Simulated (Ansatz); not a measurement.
## Response to strain in GaSb

Base system: GaSb in the zinc blende structure (space group F-43m, No. 216; a = 6.134 Å). Axes: x, y, z lie along the cube axes.

Strains are applied to the cell and any free atomic positions relax; under biaxial strain the out-of-plane vector relaxes too; under stress the whole cell relaxes.

The values are results of r2SCAN (Ansatz, a first-principles code; PAW; 500 eV plane waves; scalar-relativistic without spin-orbit coupling), earlier PAW set, not measurements.

Notes on the quantities. energy relative to the base: free energy F.

```csv
variant,space group,energy relative to the base,shortest interatomic distance,band gap
base,F-43m (No. 216),0 meV/atom,2.656 Å,0.41 eV
"biaxial strain −2.16 %, plane normal [001], relaxed out of plane",I-4m2 (No. 119),+8.1 meV/atom,2.634 Å,0.51 eV
"biaxial strain +2.49 %, plane normal [001], relaxed out of plane",I-4m2 (No. 119),+9.6 meV/atom,2.682 Å,zero
isotropic strain −5.43 %,F-43m (No. 216),+156 meV/atom,2.512 Å,0.83 eV
isotropic strain −2.08 %,F-43m (No. 216),+20 meV/atom,2.601 Å,0.84 eV
isotropic strain −1.57 %,F-43m (No. 216),+11 meV/atom,2.614 Å,0.78 eV
isotropic strain +0.79 %,F-43m (No. 216),+2.6 meV/atom,2.677 Å,0.24 eV
uniaxial strain ε_yy = −0.82 %,I-4m2 (No. 119),+0.5 meV/atom,2.649 Å,0.44 eV
uniaxial strain ε_zz = −1.25 %,I-4m2 (No. 119),+1.2 meV/atom,2.645 Å,0.46 eV
"uniaxial stress, 2 GPa compression along x",I-4m2 (No. 119),+6.0 meV/atom,2.646 Å,0.33 eV
```

Spin-orbit coupling, missing from the scalar runs, can matter with Sb. Beyond what the load breaks, stability against distortions was not tested. The final runs are not spin-polarised. Gaps under 0.05 eV, about the width of the smearing, are given as zero. The zero or small gap of GaSb under biaxial strain +2.49 %, plane normal [001], relaxed out of plane and GaSb under isotropic strain +0.79 % can change with the level of theory.
